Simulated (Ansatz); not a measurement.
ZnO in the wurtzite structure (space group P6_3mc, No. 186)

```yaml
crystal:
  lattice:
    - [3.22975, 0.00000, 0.00000]
    - [-1.61488, 2.79705, 0.00000]
    - [0.00000, 0.00000, 5.21478]
  atoms:
    - { symbol: Zn, position: [0.66667, 0.33333, 0.00204] }
    - { symbol: Zn, position: [0.33333, 0.66667, 0.50204] }
    - { symbol: O, position: [0.66667, 0.33333, 0.62316] }
    - { symbol: O, position: [0.33333, 0.66667, 0.12316] }
```

All numbers come from PBEsol (Ansatz, an electronic-structure program), without spin-orbit coupling. k-mesh 12×12×7 (Γ-centred); smearing 0.05 eV (Fermi–Dirac).

```json
{
  "volume_per_atom": "11.78 Å³",
  "density": "5.74 g/cm³",
  "band_gap": "0.70 eV, direct at Γ",
  "electron_mass": "0.13 mₑ",
  "Lowest conduction-band minima above the VBM": "Γ 0.70 eV",
  "total_energy": "-1921.065 eV/atom (σ→0; compares only within this code and set-up)"
}
```

Effective masses come from finite differences of ±0.01 Å⁻¹. No phonon test of stability was made.
